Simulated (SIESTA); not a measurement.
A self-consistent single point of Cr3Ge (P1, 8 atoms in the cell) with SIESTA.

Method of the run: SIESTA with GGA PBEsol, numerical atomic orbitals TZP, PseudoDojo PBEsol standard norm-conserving potentials (rewritten from UPF to PSML).

The change in words: atoms moved at random. Reference geometry:
```
Cr3Ge
1.0
    4.54985     0.00000     0.00000
    0.00000     4.54985     0.00000
    0.00000     0.00000     4.54985
Cr Ge
6 2
Direct
  0.25000   0.00000   0.50000
  0.75000   0.00000   0.50000
  0.50000   0.75000   0.00000
  0.50000   0.25000   0.00000
  0.00000   0.50000   0.75000
  0.00000   0.50000   0.25000
  0.00000   0.00000   0.00000
  0.50000   0.50000   0.50000
```

Reference input (self-consistent single point, DFT, GGA PBEsol, numerical atomic orbitals TZP, PseudoDojo PBEsol standard norm-conserving potentials (rewritten from UPF to PSML)): XC.functional = GGA; XC.authors = PBEsol; potentials = PseudoDojo PBEsol standard; PAO.BasisSize = TZP; PAO.EnergyShift = 0.01 Ry; MeshCutoff = 300 Ry; kgrid.MonkhorstPack = 5 5 5; OccupationFunction = MP; OccupationMPOrder = 0; ElectronicTemperature = 0.272 eV; MaxSCFIterations = 150; SCF.Mixer.Method = Pulay. This run's input differs from it in these lines:

```diff
@@ -18,10 +18,10 @@
 %block AtomicCoordinatesAndAtomicSpecies
-     2.149490240    0.000000000    4.298980480  1
-     6.448470720    0.000000000    4.298980480  1
-     4.298980480    6.448470720    0.000000000  1
-     4.298980480    2.149490240    0.000000000  1
-     0.000000000    4.298980480    6.448470720  1
-     0.000000000    4.298980480    2.149490240  1
-     0.000000000    0.000000000    0.000000000  2
-     4.298980480    4.298980480    4.298980480  2
+     2.178792091   -0.134910605    4.273169401  1
+     6.343962504   -0.091026613    4.328566063  1
+     4.250118268    6.466982130    0.023635795  1
+     4.150141178    2.176229898   -0.009225612  1
+     0.015631093    4.300493721    6.364649198  1
+     0.052387376    4.436599443    2.240405079  1
+     0.135426483   -0.011099968    0.040797325  2
+     4.368443406    4.351634393    4.232896552  2
 %endblock AtomicCoordinatesAndAtomicSpecies
```

Output, abridged:

```
        iscf     Eharris(eV)        E_KS(eV)     FreeEng(eV)     dDmax    Ef(eV) dHmax(eV)
   scf:    1   -19142.121555   -19307.883815   -19308.045787  1.309231  0.093143 19.089915
   scf:    2   -19390.474837   -19360.726378   -19360.926424  0.830069 -2.508187  5.218963
   scf:    3   -19362.134377   -19363.160426   -19363.380282  0.224539 -3.390759  4.200657
   scf:    4   -19362.746691   -19363.941023   -19364.160233  0.099133 -3.392124  2.532355
   scf:    5   -19364.265847   -19364.308495   -19364.527306  0.060339 -3.423100  0.931939
   [... 11 lines left out ...]
   scf:   17   -19364.356272   -19364.356267   -19364.576537  0.000081 -3.512473  0.002180
   scf:   18   -19364.356270   -19364.356269   -19364.576537  0.000091 -3.512541  0.002990
   scf:   19   -19364.356273   -19364.356271   -19364.576537  0.000070 -3.512536  0.001059
   scf:   20   -19364.356272   -19364.356272   -19364.576537  0.000022 -3.512546  0.000729
SCF Convergence by DM+H criterion
max |DM_out - DM_in|         :     0.0000224423
max |H_out - H_in|      (eV) :     0.0007288080
SCF cycle converged after 20 iterations

Using DM_out to compute the final energy and forces

siesta: E_KS(eV) =           -19364.3563

siesta: E_KS - E_eggbox =    -19364.3563

siesta: Atomic forces (eV/Ang):
     1   -0.304292    1.118459    0.439021
     2    0.653671    0.881165   -0.031933
     3    0.694478   -0.139810   -0.424208
     4    1.324598    0.054439   -0.167964
     5    0.011812   -0.054460    0.612950
     6   -0.252147   -1.068880   -0.599587
     7   -1.847000    0.503078   -0.413404
     8   -0.289822   -1.314631    0.584201
   Tot   -0.008703   -0.020642   -0.000924
   Max    1.847000
   Res    0.739986    sqrt( Sum f_i^2 / 3N )
   Max    1.847000    constrained

   [... lines left out ...]
siesta: FreeEng =    -19364.576537
siesta: Cell volume =         94.186749 Ang**3
siesta:         -34.50224852        -51.03075417  kBar
   [... lines left out ...]

mulliken: Qtot =      112.000

Mulliken Atomic Populations:
Atom #   charge [q] valence [e]  Species
     1     0.161709   13.838291  Cr
     2     0.163094   13.836906  Cr
     3     0.153003   13.846997  Cr
     4     0.154006   13.845994  Cr
     5     0.135588   13.864412  Cr
     6     0.170834   13.829166  Cr
     7    -0.507433   14.507433  Ge
     8    -0.430799   14.430799  Ge
 Total    -0.000000
```

The run converged in 20 iterations. Against the reference run the free energy goes up by 40.6 meV/atom, the pressure goes from -4.97 to -3.45 GPa and the largest force goes from 0.000 to 1.958 eV/Å.

The starting cell comes from a database of computed structures (which also holds hypothetical and non-ambient phases and stackings), without a prior relaxation at this level. Its lattice was rescaled by a random factor within 2.5 % of one. For this run, on top of that: atoms moved at random. Spin polarisation is off. Values carry the incompleteness of an atom-centred basis. With a pressure of about -3 GPa the cell is away from its equilibrium volume at this level. Forces in this geometry exceed 1 eV/Å.

Cost on one core of a shared machine: roughly 3 min.
